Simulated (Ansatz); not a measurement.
Subject: the formation energy of Cl_i in Al (fcc, Fm-3m). Reaction: 64 Al (fcc) + 1/2 Cl2 (gas) → cell A.

Cell A: a supercell of 64 sites of Al (fcc, Fm-3m) with Cl off the lattice sites (6 Al at 2.43 Å); spin state with PBE: run without spin, k-point mesh 4×4×4.
```yaml
crystal:
  lattice:
    - [11.42999, 0.00000, 0.00000]
    - [5.71499, 9.89866, 0.00000]
    - [5.71499, 3.29955, 9.33255]
  atoms:
    - { symbol: Al, position: [0.00018, 0.99982, 0.99982] }
    - { symbol: Al, position: [0.00018, 0.99982, 0.25018] }
    - { symbol: Al, position: [0.99367, 0.00633, 0.50055] }
    - { symbol: Al, position: [0.99367, 0.00633, 0.74945] }
    - { symbol: Al, position: [0.00018, 0.25018, 0.99982] }
    - { symbol: Al, position: [0.99965, 0.24965, 0.24965] }
    - { symbol: Al, position: [0.00133, 0.25133, 0.49867] }
    - { symbol: Al, position: [0.99965, 0.24965, 0.75104] }
    - { symbol: Al, position: [0.99367, 0.50055, 0.00633] }
    - { symbol: Al, position: [0.00133, 0.49867, 0.25133] }
    - { symbol: Al, position: [0.00133, 0.49867, 0.49867] }
    - { symbol: Al, position: [0.99367, 0.50055, 0.74945] }
    - { symbol: Al, position: [0.99367, 0.74945, 0.00633] }
    - { symbol: Al, position: [0.99965, 0.75104, 0.24965] }
    - { symbol: Al, position: [0.99367, 0.74945, 0.50055] }
    - { symbol: Al, position: [0.99962, 0.75013, 0.75013] }
    - { symbol: Al, position: [0.24896, 0.00035, 0.00035] }
    - { symbol: Al, position: [0.25055, 0.00633, 0.24367] }
    - { symbol: Al, position: [0.24987, 0.00038, 0.49987] }
    - { symbol: Al, position: [0.25055, 0.00633, 0.74945] }
    - { symbol: Al, position: [0.25055, 0.24367, 0.00633] }
    - { symbol: Al, position: [0.24867, 0.25133, 0.25133] }
    - { symbol: Al, position: [0.24867, 0.25133, 0.49867] }
    - { symbol: Al, position: [0.25055, 0.24367, 0.74945] }
    - { symbol: Al, position: [0.24987, 0.49987, 0.00038] }
    - { symbol: Al, position: [0.24867, 0.49867, 0.25133] }
    - { symbol: Al, position: [0.24987, 0.49987, 0.49987] }
    - { symbol: Al, position: [0.22436, 0.47436, 0.77564] }
    - { symbol: Al, position: [0.25055, 0.74945, 0.00633] }
    - { symbol: Al, position: [0.25055, 0.74945, 0.24367] }
    - { symbol: Al, position: [0.22436, 0.77564, 0.47436] }
    - { symbol: Al, position: [0.22436, 0.77564, 0.77564] }
    - { symbol: Al, position: [0.50133, 0.99867, 0.99867] }
    - { symbol: Al, position: [0.49945, 0.00633, 0.24367] }
    - { symbol: Al, position: [0.49945, 0.00633, 0.50055] }
    - { symbol: Al, position: [0.50133, 0.99867, 0.75133] }
    - { symbol: Al, position: [0.49945, 0.24367, 0.00633] }
    - { symbol: Al, position: [0.50104, 0.24965, 0.24965] }
    - { symbol: Al, position: [0.49945, 0.24367, 0.50055] }
    - { symbol: Al, position: [0.50013, 0.24962, 0.75013] }
    - { symbol: Al, position: [0.49945, 0.50055, 0.00633] }
    - { symbol: Al, position: [0.49945, 0.50055, 0.24367] }
    - { symbol: Al, position: [0.52564, 0.47436, 0.47436] }
    - { symbol: Al, position: [0.52564, 0.47436, 0.77564] }
    - { symbol: Al, position: [0.50133, 0.75133, 0.99867] }
    - { symbol: Al, position: [0.50013, 0.75013, 0.24962] }
    - { symbol: Al, position: [0.52564, 0.77564, 0.47436] }
    - { symbol: Al, position: [0.50013, 0.75013, 0.75013] }
    - { symbol: Al, position: [0.75035, 0.00035, 0.00035] }
    - { symbol: Al, position: [0.74982, 0.99982, 0.25018] }
    - { symbol: Al, position: [0.75035, 0.00035, 0.49896] }
    - { symbol: Al, position: [0.74867, 0.99867, 0.75133] }
    - { symbol: Al, position: [0.74982, 0.25018, 0.99982] }
    - { symbol: Al, position: [0.74982, 0.25018, 0.25018] }
    - { symbol: Al, position: [0.75633, 0.24367, 0.50055] }
    - { symbol: Al, position: [0.75633, 0.24367, 0.74945] }
    - { symbol: Al, position: [0.75035, 0.49896, 0.00035] }
    - { symbol: Al, position: [0.75633, 0.50055, 0.24367] }
    - { symbol: Al, position: [0.75038, 0.49987, 0.49987] }
    - { symbol: Al, position: [0.75633, 0.50055, 0.74945] }
    - { symbol: Al, position: [0.74867, 0.75133, 0.99867] }
    - { symbol: Al, position: [0.75633, 0.74945, 0.24367] }
    - { symbol: Al, position: [0.75633, 0.74945, 0.50055] }
    - { symbol: Al, position: [0.74867, 0.75133, 0.75133] }
    - { symbol: Cl, position: [0.37500, 0.62500, 0.62500] }
```

Reference: Al (fcc, Fm-3m), 64 atoms in the cell, the relaxed perfect crystal repeated, atoms not moved again, k-point mesh 4×4×4 on the run's own vectors.

Reference: an isolated Cl2 molecule (singlet) in a box of 11 × 11 × 14 Å.

Computed with Ansatz (plane waves, PAW), its default PAW set, cutoff 420 eV. The structures are at rest with PBE, within the held lattices. Neutral cells; Fermi-Dirac smearing of at most 0.10 eV in the solids, energies taken to zero width. Larger cells are relaxed from a start prepared with the learned potential CHGNet, on a coarser mesh till forces fall under 0.03 eV/Å, which some starts already meet. A dispersion term (D3(BJ), or D4 for r2SCAN) was computed beside these levels and is taken off wherever the name lacks it. Static lattices, no vibrational contributions. Cells are local rest points, mostly with their start's symmetry. No correction for cell size. Mesh and cell size may move defect energies by 0.1 eV or more. Cell A has symmetry Fm-3m within 0.02 Å and got no random move, so less symmetric positions, which may lie lower, weren't tried.

Task: Give the value at the level PBE.

Result: 3.71 eV, for 64 Al (fcc) + 1/2 Cl2 (gas) → cell A.

Ansatz is a first-principles code.
